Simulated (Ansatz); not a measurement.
The starting structures come from a database of crystals and need not be the phases stable at ambient conditions.

Tunnelling through a barrier is set by its complex band structure: the current falls as exp(−2κd) with the smallest κ.

```xyz
10
Lattice="4.7976 0.0000 0.0000 0.0000 13.3881 0.0000 2.3988 4.4627 1.3849" Properties=species:S:1:pos:R:3 pbc="T T T"
Al     0.0000     0.0000     0.0000
Al     0.0000     6.6941     0.0000
Al     2.3988    13.7433     1.3849
Al     0.0000     4.1075     0.0000
O      1.7078     9.9267     0.0877
O      5.4886     7.9241     1.2973
O      4.0196     5.4640     1.2471
O      3.1768    12.3868     0.1379
O      1.4690     5.4640     0.0502
O      5.7274    12.3868     1.3347
```

Space group of this cell: R-3. The cell is taken as given; by r2SCAN its mean pressure is 0.8 GPa.

Transport runs along the normal of the first two printed cell vectors, the (100) plane of the conventional cell.

No gap correction and no spin-orbit coupling; mid-gap values are interpolated between computed energies.

Task: Give the band gap and the smallest decay constant κ at mid-gap that r2SCAN (Ansatz, a program for electronic structure) yields.

Result: Gap 6.92 eV on a 22×22×22 mesh; κ = 0.406 1/Å, at the zone centre.
